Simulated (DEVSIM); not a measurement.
Structure: abrupt Si n-p junction, at 300 K.

| layer (left to right) | material | thickness (μm) | Nd (cm⁻³) | Na (cm⁻³) | τn (s) | τp (s) |
|---|---|---|---|---|---|---|
| 1 | Si | 1.80 | 5.8e17 | - | 1.7e-5 | 1.7e-5 |
| 2 | Si | 22.0 | - | 1.3e15 | 1.7e-5 | 1.7e-5 |

Left contact: ohmic. Right contact: ohmic. Voltage is applied to the left contact. Recombination: SRH at mid-gap. Mobility is μmin + (μ − μmin)/(1 + (N/Nref)^α).

Constants are typed, rounded textbook-type inputs, not results; the design itself was drawn at random and stands for no fabricated device. Values at 300 K.

| parameter | Si |
|---|---|
| gap (eV) | 1.124 |
| affinity (eV) | 4.05 |
| permittivity | 11.7 |
| Nc (cm⁻³) | 2.86e19 |
| Nv (cm⁻³) | 3.1e19 |
| μn (cm²/Vs) | 1417 |
| μp (cm²/Vs) | 470 |
| μn,min | 52 |
| μp,min | 45 |
| Nref,n | 9.7e16 |
| Nref,p | 2.2e17 |
| αn | 0.68 |
| αp | 0.72 |

DEVSIM, 1D drift-diffusion, Boltzmann statistics, complete ionisation; no tunnelling, impact ionisation, image-force lowering or self-heating.

The thickness of layer 1 was swept, all else fixed.

| thickness of layer 1 (μm) | dark forward voltage at 100 A/cm² (V) |
|---|---|
| 0.36 | … |
| 0.63 | 0.769 |
| 1.1 | 0.763 |
| 1.8 | 0.760 |
| 3.1 | 0.757 |
| 5.4 | 0.756 |
| 9 | 0.756 |

Q: Some entries are withheld; supply them.

A: 
- 0.36, dark forward voltage at 100 A/cm² (V): 0.777
